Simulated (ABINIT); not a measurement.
A self-consistent single point of Ga₂Pt (P1, 3 atoms in the cell) with ABINIT.

Level of theory: LDA (PW92), norm-conserving pseudopotentials (PseudoDojo nc-sr-04 LDA standard) (plane waves; ABINIT).

The change in words: lattice scaled by 0.98. Reference geometry:
```yaml
crystal:
  lattice:
    - [0.00000, 2.96792, 2.96792]
    - [2.96792, 0.00000, 2.96792]
    - [2.96792, 2.96792, 0.00000]
  atoms:
    - { symbol: Ga, position: [0.74944, 0.75120, 0.74284] }
    - { symbol: Ga, position: [0.22309, 0.26757, 0.25428] }
    - { symbol: Pt, position: [0.02747, 0.98123, 0.00288] }
```

Reference input (self-consistent single point, DFT, LDA (PW92), plane waves, norm-conserving pseudopotentials (PseudoDojo nc-sr-04 LDA standard)): pseudos = [Ga.upf, Pt.upf]; ecut = 42 Ha; occopt = 3; tsmear = 0.00367493 Ha; ngkpt = 6 6 6; nshiftk = 1; shiftk = 0 0 0; potentials = PseudoDojo nc-sr-04 LDA standard; nband = 29; kptopt = 1; nstep = 100; toldfe = 1e-09 Ha. This run's input differs from it in these lines:

```diff
@@ -3,3 +3,3 @@
 pseudos "Ga.upf, Pt.upf"
-acell 7.9316959037 7.9316959037 7.9316959037
+acell 7.7730630546 7.7730630546 7.7730630546
 rprim
```

Output, abridged:

```
--- !BeginCycle
solver: {iscf: 7, nstep: 100, nline: 4, wfoptalg: 0, }
tolerances: {toldfe: 1.00E-09, }
...

     iter   Etot(hartree)      deltaE(h)  residm     vres2
 ETOT  1  -282.30420743978    -2.823E+02 7.437E-01 1.403E+02
 ETOT  2  -283.45483768195    -1.151E+00 7.729E-02 1.662E+02
 ETOT  3  -283.47505773268    -2.022E-02 2.534E-02 7.521E+00
 ETOT  4  -283.47602574553    -9.680E-04 9.177E-02 2.892E-01
 ETOT  5  -283.47604309178    -1.735E-05 6.572E-03 3.186E-02
 ETOT  6  -283.47604701027    -3.918E-06 3.492E-03 9.325E-04
 ETOT  7  -283.47604707854    -6.827E-08 2.733E-03 6.275E-05
 ETOT  8  -283.47604708643    -7.895E-09 1.448E-03 3.490E-06
 ETOT  9  -283.47604708689    -4.574E-10 9.960E-04 6.111E-08
 ETOT 10  -283.47604708689    -2.444E-12 9.908E-04 1.907E-09
 At SCF step   10, etot is converged :
  for the second time, diff in etot=  2.444E-12 < toldfe=  1.000E-09

 Cartesian components of stress tensor (hartree/bohr^3)
  sigma(1 1)= -1.98804293E-04  sigma(3 2)=  6.65447679E-05
  sigma(2 2)= -1.69390675E-04  sigma(3 1)= -3.63066358E-05
  sigma(3 3)= -2.05184453E-04  sigma(2 1)=  1.61006744E-05

 ----iterations are completed or convergence reached----

 reduced coordinates (array xred) for    3 atoms
       0.749438000000      0.751203000000      0.742835000000
       0.223090000000      0.267567000000      0.254283000000
       0.027472000000      0.981229000000      0.002882000000
 cartesian forces (eV/Angstrom) at end:
    1     -0.07331417088433     0.50502918178195     0.15236065001652
    2     -0.56527166748046     0.76057821344350    -0.04780862597893
   [... lines left out ...]
 Fermi (or HOMO) energy (hartree) =   0.33485   Average Vxc (hartree)=  -0.46452
   [... lines left out ...]
total_energy        : -2.83476047086893E+02
total_energy_eV     : -7.71377553239688E+03
band_energy         : -1.79996534663282E+01
...

-Cartesian components of stress tensor (GPa)         [Pressure=  5.6231E+00 GPa]
- sigma(1 1)= -5.84902326E+00  sigma(3 2)=  1.95781433E+00
- sigma(2 2)= -4.98364489E+00  sigma(3 1)= -1.06817792E+00
- sigma(3 3)= -6.03673400E+00  sigma(2 1)=  4.73698114E-01

 Calculation completed.
```

The run converged in 10 iterations. Against the reference run the free energy goes up by 6.8 meV/atom, the pressure goes from -2.98 to 5.62 GPa and the largest force goes from 1.047 to 1.421 eV/Å.

The starting cell comes from a database of computed structures (which also holds hypothetical and non-ambient phases and stackings), without a prior relaxation at this level. Its atoms were displaced at random from the sites of space group no. 225. For this run, on top of that: lattice scaled by 0.98. Spin polarisation is off. With a pressure of about 6 GPa the cell is away from its equilibrium volume at this level. Forces in this geometry exceed 1 eV/Å.

Cost on one core of a shared machine: roughly 9 min.
